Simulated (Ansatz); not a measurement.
OH on the 1x1 (110) surface of 3C silicon carbide (cut with top plane C + Si), one in a 2x2 cell, started at the site 'top Si'

Host crystal: 3C silicon carbide, with a band gap (PBE, scalar-relativistic without spin-orbit coupling).

Calculation: PBE (plane waves to 420 eV, PAW; Ansatz, a program for electronic structure).

Model: 50-atom slab, 7.7 Å thick at the start under the adsorbate (thin: gaps and levels are the slab's own), 3x3x1 mesh, Fermi-Dirac 0.01 eV, dipole correction, 24 atoms held, the rest relaxed; no symmetry held; spin-polarised, ending with about 1.0 μB a cell; orders that need a larger cell were not tried, no spin-orbit, no U, no dispersion correction. At the end it is bonded to Si. In PBE it is, or lies within 0.03 eV of, the lowest of the starts that converged.

```json
{
  "adsorption energy against H2O(g) − ½ H2(g)": "-1.07 eV",
  "change_of_the_step_from_the_bottom_to_the_top_vacuum_level_against_the_clean_slab": "0.28 eV",
  "energy_released_by_relaxation": "2.27 eV",
  "height of the binding atom over the mean of the host atoms within 0.3 Å of the top one": "148.6 pm",
  "magnetic_moment_of_the_cell": "1.00 μB",
  "nearest_host_atoms_of_the_binding_atom": "Si at 1.65 Å, C at 2.87 Å, C at 2.90 Å",
  "largest_move_of_a_host_atom": "0.38 Å",
  "note": "in the relaxation the adsorbate left its starting site by 1.1 Å",
  "cost": "about 60 core-minutes (a rough figure)"
}
```

A negative adsorption energy means that the adsorbate is more stable on the surface than in its reference.
